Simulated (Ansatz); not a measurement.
Where the default PAW files enter, the runs use the earlier of Ansatz's two default sets.

By LDA, the system below comes out a metal.

Without scattering a metal conducts by its projected Fermi surface.

```yaml
crystal:
  lattice:
    - [2.91677, 0.00000, 0.00000]
    - [0.00000, 4.12493, 0.00000]
    - [1.45838, 2.06246, 1.45838]
  atoms:
    - { symbol: V, position: [0.00000, 0.00000, 0.00000] }
    - { symbol: N, position: [0.00000, 0.50000, 0.00000] }
```

Space group of this cell: Fm-3m, rock salt. The cell is taken as given; by LDA its mean pressure is -19.4 GPa.

The current flows along the normal of the first two printed cell vectors, the (110) plane of the conventional cell. No spin-orbit coupling; the value is a mean over 0.1 eV about the Fermi level.

### Question
Estimate the ballistic conductance per area that Ansatz (a program for electronic structure) with LDA returns for this system.

### Answer
1.8 × 10¹⁵ S/m² for both spins.
